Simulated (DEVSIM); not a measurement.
# Si p-n junction from an implanted or diffused profile

Structure: Si p-n junction from an implanted or diffused profile, at 300 K.

| layer (left to right) | material | thickness (μm) | Nd (cm⁻³) | τn (s) | τp (s) |
|---|---|---|---|---|---|
| 1 | Si | 38.0 | 1e15 | 0.00036 | 0.00036 |

Added acceptor profile: 7e16 cm⁻³ × exp(−(x − 0 μm)²/(2·(0.049 μm)²)). Left contact: ohmic. Right contact: ohmic. Voltage is applied to the left contact. Recombination: SRH at mid-gap, Auger. Mobility is μmin + (μ − μmin)/(1 + (N/Nref)^α).

The device is made up for the run: typed textbook-type constants, with dimensions and the other settings drawn at random. Values at 300 K.

| parameter | Si |
|---|---|
| gap (eV) | 1.124 |
| affinity (eV) | 4.05 |
| permittivity | 11.7 |
| Nc (cm⁻³) | 2.86e19 |
| Nv (cm⁻³) | 3.1e19 |
| μn (cm²/Vs) | 1417 |
| μp (cm²/Vs) | 470 |
| μn,min | 52 |
| μp,min | 45 |
| Nref,n | 9.7e16 |
| Nref,p | 2.2e17 |
| αn | 0.68 |
| αp | 0.72 |
| Cn (cm⁶/s) | 2.8e-31 |
| Cp (cm⁶/s) | 9.9e-32 |

DEVSIM, 1D drift-diffusion, Boltzmann statistics, complete ionisation; no tunnelling, impact ionisation, image-force lowering or self-heating.

* **Potential step across the device at zero bias**: 0.701 V
* **Dark forward voltage at 1 A/cm²**: 0.548 V
* **Dark forward voltage at 100 A/cm²**: 1.129 V

Small-signal capacitance in reverse bias (quasi-static):

```csv
V (V),C (nF/cm²)
-0.04,11.0
-0.1,10.6
-0.2,9.89
-0.3,9.33
-0.4,8.86
-0.6,8.10
-0.8,7.51
-1,7.03
-1.3,6.46
-1.6,6.01
-2,5.54
```

Dark reverse current:

```json
[
 {"V (V)": "-0.04", "J (A/cm²)": "-1.0e-9"},
 {"V (V)": "-0.10", "J (A/cm²)": "-1.3e-9"},
 {"V (V)": "-0.20", "J (A/cm²)": "-1.4e-9"},
 {"V (V)": "-0.30", "J (A/cm²)": "-1.4e-9"},
 {"V (V)": "-0.40", "J (A/cm²)": "-1.5e-9"},
 {"V (V)": "-0.60", "J (A/cm²)": "-1.5e-9"},
 {"V (V)": "-0.80", "J (A/cm²)": "-1.6e-9"},
 {"V (V)": "-1.00", "J (A/cm²)": "-1.6e-9"},
 {"V (V)": "-1.30", "J (A/cm²)": "-1.7e-9"},
 {"V (V)": "-1.60", "J (A/cm²)": "-1.8e-9"},
 {"V (V)": "-2.00", "J (A/cm²)": "-1.9e-9"}
]
```
